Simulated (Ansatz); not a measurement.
**A computed series for Ge: response to strain**

Start from Ge (space group P6_3/mmc, No. 194; a cell from a computed database, its experimental status unchecked).

```yaml
crystal:
  lattice:
    - [3.99482, 0.00000, 0.00000]
    - [-1.99741, 3.45961, 0.00000]
    - [0.00000, 0.00000, 6.59891]
  atoms:
    - { symbol: Ge, position: [0.66667, 0.33333, 0.06296] }
    - { symbol: Ge, position: [0.33333, 0.66667, 0.93704] }
    - { symbol: Ge, position: [0.33333, 0.66667, 0.56296] }
    - { symbol: Ge, position: [0.66667, 0.33333, 0.43704] }
```

Cartesian axes are those of the cell as printed.

Strains are applied to the cell and any free atomic positions relax; under biaxial strain the out-of-plane vector relaxes too; under stress the whole cell relaxes.

Method: plane-wave PAW DFT at the r2SCAN level (Ansatz, an electronic-structure program, 500 eV), no SOC, earlier PAW set.

Notes on the quantities. pressure: mean of the normal stresses, compression positive.

| change | volume per atom | band gap | pressure |
|---|---|---|---|
| base | 22.80 Å³ | 0.10 eV | 0.0 GPa |
| biaxial strain +0.34 %, plane normal [001], relaxed out of plane | (withheld) | zero | -0.4 GPa |
| biaxial strain +0.77 %, plane normal [001], relaxed out of plane | 23.11 Å³ | zero | -0.9 GPa |
| biaxial strain +1.22 %, plane normal [001], relaxed out of plane | 23.29 Å³ | zero | -1.4 GPa |
| isotropic strain +1.13 % | 23.58 Å³ | zero | -2.2 GPa |
| uniaxial strain ε_yy = +1.05 % | 23.04 Å³ | zero | -0.7 GPa |
| uniaxial strain ε_zz = −0.62 % | 22.66 Å³ | zero | (withheld) |
| tensor shear ε_yz = −1.68 % | 22.79 Å³ | zero | 0.0 GPa |
| uniaxial stress, 2 GPa tension along z | (withheld) | 0.11 eV | – |

Q: What belongs in the blanks?

A: 
- biaxial strain +0.34 %, plane normal [001], relaxed out of plane, volume per atom: 22.94 Å³
- uniaxial strain ε_zz = −0.62 %, pressure: 0.5 GPa
- uniaxial stress, 2 GPa tension along z, volume per atom: 23.02 Å³

The mesh was chosen for an insulator and is coarse for the gapless case. Beyond what the load breaks, stability against distortions was not tested. Gaps under 0.05 eV, about the width of the smearing, are given as zero. This is not the structure that Ge has at room temperature and ambient pressure. A zero or small gap of Ge can be the functional's error rather than a property of the material.
